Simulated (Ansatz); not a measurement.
Functionals compared on Br on the 1x1 (10-10) surface of wurtzite ZnO (cut with top plane O + Zn), one in a 2x1 cell, started at the site 'bridge Zn-Zn (span 3.3 Å)', in Ansatz (plane waves, PAW). The structure was relaxed with PBE; the other rows are single points on it, each with its references at the same level. Cutoff 420 eV (500 eV for r2SCAN). The points keep PBE's geometry, so the relaxation of a polaron and the settling of charge on one site are left out.

Host crystal: wurtzite ZnO, with a band gap (PBE, scalar-relativistic without spin-orbit coupling).

Model: 33-atom slab, 9.4 Å thick at the start under the adsorbate (thin: gaps and levels are the slab's own), 3x4x1 mesh, Fermi-Dirac 0.01 eV, dipole correction, 16 atoms held, the rest relaxed; held to the start's symmetry, so lower structures may exist; spin-polarised, ending with about 0.7 μB a cell, a value that depends on the mesh; orders that need a larger cell were not tried, no spin-orbit, no U, no dispersion correction. The slab shows no gap over 0.04 eV on its mesh. At the end it is bonded to 2 Zn. In PBE it is, or lies within 0.03 eV of, the lowest of the starts that converged. These notes are the PBE run's. r2SCAN: The program's check for a lower electronic state was not made. Adsorption energies are against ½ Br2(g). A negative adsorption energy means that the adsorbate is more stable on the surface than in its reference.

```
functional  adsorption energy (eV)  work function of the top face (eV)          rough cost of the single point
----------  ----------------------  ----------------------------------  --------------------------------------
PBE                          -0.17                                6.87                                       –
RPBE                    (withheld)                          (withheld)                  roughly 7 core-minutes
r2SCAN                       -0.30                                7.09  about 14 core-minutes (a rough figure)
```

**Question.** Some entries are withheld; supply them.

**Answer.** 
- RPBE, adsorption energy (eV): -0.06
- RPBE, work function of the top face (eV): 6.78

Ansatz is a quantum-chemistry and plane-wave program.
